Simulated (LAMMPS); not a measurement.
MD of Al (fcc) at zero pressure over temperature, 864 atoms; each row names its start.

Method: classical MD, pair style meam, file MoCoNiVFeAlCr_2nn.meam (LAMMPS).

```
T (K), start                                state                    volume                  enthalpy   first peak of g(r)       coordination number                        D(Al)
------------  -----------------------------------  ------------------------  ------------------------  -------------------  ------------------------  ---------------------------
100, crystal  crystal; no diffusion seen in 30 ps  16.6406 ± 0.0003 Å³/atom  -3.3339 ± 0.0001 eV/atom  2.86 Å, height 12.3  12.0 (counted to 3.46 Å)                            -
300, crystal  crystal; no diffusion seen in 30 ps  16.8463 ± 0.0005 Å³/atom  -3.2811 ± 0.0001 eV/atom   2.86 Å, height 7.1  12.0 (counted to 3.50 Å)                            -
420, crystal  crystal; no diffusion seen in 30 ps  16.9803 ± 0.0010 Å³/atom  -3.2479 ± 0.0002 eV/atom   2.86 Å, height 6.0  12.0 (counted to 3.50 Å)                            -
560, crystal  crystal; no diffusion seen in 30 ps    17.145 ± 0.002 Å³/atom  -3.2082 ± 0.0004 eV/atom   2.86 Å, height 5.1  12.0 (counted to 3.54 Å)                            -
700, crystal  crystal; no diffusion seen in 30 ps    17.322 ± 0.002 Å³/atom  -3.1676 ± 0.0004 eV/atom   2.86 Å, height 4.3  12.0 (counted to 3.54 Å)                            -
840, crystal  crystal; no diffusion seen in 30 ps    17.520 ± 0.002 Å³/atom  -3.1247 ± 0.0003 eV/atom   2.86 Å, height 3.9  12.0 (counted to 3.58 Å)                            -
650, melt                                  liquid    18.143 ± 0.005 Å³/atom  -3.0764 ± 0.0004 eV/atom   2.78 Å, height 3.3  11.7 (counted to 3.66 Å)  (1.56 ± 0.06) × 10^-5 cm²/s
750, melt                                  liquid    18.400 ± 0.006 Å³/atom  -3.0407 ± 0.0006 eV/atom   2.77 Å, height 3.0  11.3 (counted to 3.62 Å)  (2.57 ± 0.05) × 10^-5 cm²/s
840, melt                                  liquid    18.612 ± 0.006 Å³/atom  -3.0102 ± 0.0005 eV/atom   2.77 Å, height 3.0  11.6 (counted to 3.70 Å)    (3.9 ± 0.2) × 10^-5 cm²/s
930, melt                                  liquid    18.827 ± 0.007 Å³/atom  -2.9808 ± 0.0005 eV/atom   2.75 Å, height 2.9  11.7 (counted to 3.74 Å)  (4.93 ± 0.06) × 10^-5 cm²/s
1030, melt                                 liquid    19.089 ± 0.009 Å³/atom  -2.9475 ± 0.0005 eV/atom   2.75 Å, height 2.7  11.6 (counted to 3.74 Å)    (6.1 ± 0.2) × 10^-5 cm²/s
1170, melt                                 liquid    19.446 ± 0.005 Å³/atom  -2.9028 ± 0.0003 eV/atom   2.76 Å, height 2.6  11.6 (counted to 3.78 Å)    (7.9 ± 0.2) × 10^-5 cm²/s
1310, melt                                 liquid    19.832 ± 0.008 Å³/atom  -2.8580 ± 0.0004 eV/atom   2.74 Å, height 2.5  11.4 (counted to 3.78 Å)  (1.06 ± 0.03) × 10^-4 cm²/s
1490, melt                                 liquid      20.35 ± 0.01 Å³/atom  -2.8012 ± 0.0004 eV/atom   2.74 Å, height 2.4  11.1 (counted to 3.78 Å)  (1.45 ± 0.04) × 10^-4 cm²/s
```

Measured linear expansion coefficient: 23.10 1e-6/K at 293 K (Kaye and Laby Online (NPL), 2.3.5 Thermal expansion).

Measured melting point: 933.5 K (Wikipedia, Melting points of the elements (data page)).

Caution (rows 650, melt; 750, melt; 840, melt): this liquid lies under the melting point of about 940 K that MEAM MoCoNiVFeAlCr_2nn.meam gives, so it is undercooled.

From the crystal rows between 100 and 420 K, estimate the mean linear expansion coefficient and the heat capacity. The slope of ln V over three gives 21 × 10^-6 /K, and dH/dT = 3.1 kB/atom. Nuclei are classical here, so the heat capacity stays near 3 kB/atom, where a real crystal's falls off below its Debye temperature.

Fit an Arrhenius law to the diffusion of Al in the liquid. ln D against 1/T from 650 to 1490 K gives an activation energy of 0.21 eV and D0 = 0.00072 cm²/s.

States go by the mean squared displacement: a species diffuses where it passes 1.5 Å², still rises and gives D over 1e-6 cm²/s; a crystal has left its structure where atoms lie 0.35 Å off their sites on average or a cubic box changes its shape by 3 %, or the axial ratios of another lie 8 % off the starting cell's, which the potential's own relaxation can also do.

Errors of D are the spread over four groups of atoms in one short run; a floor of about 5 %, a picked value, is safer.

Errors shown are sampling errors alone.
